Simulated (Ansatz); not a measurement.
System: Bi2SiO5 (Pnma, No. 62, 32 atoms in the cell; start mp-769310). Method: PBEsol (Ansatz, a program for electronic structure, PAW).

Numerical settings: plane-wave cutoff 520 eV, 4×10×4 k mesh (along the axes of the cell as run), Fermi–Dirac smearing 0.01 eV, scalar-relativistic PAW data made under PBE.

Cell (relaxed with PBEsol):

```
CELL_PARAMETERS angstrom
     10.86608     0.00000     0.00000
      0.00000     3.84700     0.00000
      0.00000     0.00000    10.83794
ATOMIC_POSITIONS crystal
  Si 0.21437 0.25000 0.85306
  Si 0.78563 0.75000 0.14694
  Si 0.28563 0.75000 0.35306
  Si 0.71437 0.25000 0.64694
  Bi 0.06463 0.25000 0.21223
  Bi 0.93537 0.75000 0.78777
  Bi 0.43537 0.75000 0.71223
  Bi 0.56463 0.25000 0.28777
  Bi 0.14522 0.25000 0.54486
  Bi 0.85478 0.75000 0.45514
  Bi 0.35478 0.75000 0.04486
  Bi 0.64522 0.25000 0.95514
  O  0.00196 0.25000 0.39863
  O  0.99804 0.75000 0.60137
  O  0.49804 0.75000 0.89863
  O  0.50196 0.25000 0.10137
  O  0.07171 0.25000 0.80611
  O  0.92829 0.75000 0.19389
  O  0.42829 0.75000 0.30611
  O  0.57171 0.25000 0.69389
  O  0.23784 0.75000 0.86082
  O  0.76216 0.25000 0.13918
  O  0.26216 0.25000 0.36082
  O  0.73784 0.75000 0.63918
  O  0.18050 0.75000 0.24033
  O  0.81950 0.25000 0.75967
  O  0.31950 0.25000 0.74033
  O  0.68050 0.75000 0.25967
  O  0.24562 0.25000 0.00414
  O  0.75438 0.75000 0.99586
  O  0.25438 0.75000 0.50414
  O  0.74562 0.25000 0.49586
```

Problem. Give the computed band gap, smallest direct gap on the k points sampled and Γ–Γ gap.

Solution. 
- band gap: 2.54 eV
- smallest direct gap on the k points sampled: 3.05 eV
- Γ–Γ gap: 3.09 eV

Spin–orbit coupling is not included; with these elements it can move the gap by several tenths of an eV or more.

Static lattice: no zero-point or thermal effects.

A start named mp-… is a Materials Project structure, which need not be a measured phase.
